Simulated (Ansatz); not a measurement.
We consider C11b WSi₂, described by PBE-D3(BJ) in Ansatz (PAW).

Settings: plane-wave cutoff 520 eV, 24×24×24 k mesh, Fermi–Dirac smearing 0.05 eV, no spin polarisation, scalar-relativistic PAW data made under PBE.

Computed points:

```
V (Å³/atom)  E − E_lowest (meV/atom)  P (GPa)
-----------  -----------------------  -------
12.720                         16.63    10.42
12.985                          4.01     4.93
13.250                          0.00     0.00
13.515                          3.73    -4.43
13.780                         14.40    -8.41
```

Q: Estimate the bulk modulus from the pressures at 12.985 and 13.515 Å³/atom, and compare it with a fit to all energies.

A: B = −V dP/dV. Between V = 12.985 and 13.515 Å³/atom, dP/dV = (-4.43 − (4.93))/(13.515 − 12.985) = -17.7 GPa per Å³/atom; at the midpoint 13.250 Å³/atom this gives B ≈ 234 GPa. The third-order Birch–Murnaghan fit gives V0 = 13.250 Å³/atom, B0 = 234 GPa, B′ = 4.4, which lies within 1 % of that estimate.

Shape and atoms are relaxed at each volume.

Note: the bulk modulus comes from volumes at which shape and atoms were relaxed.

Spin–orbit coupling is not included.

Computed values are for the static lattice.

Ansatz is a quantum-chemistry and plane-wave program.
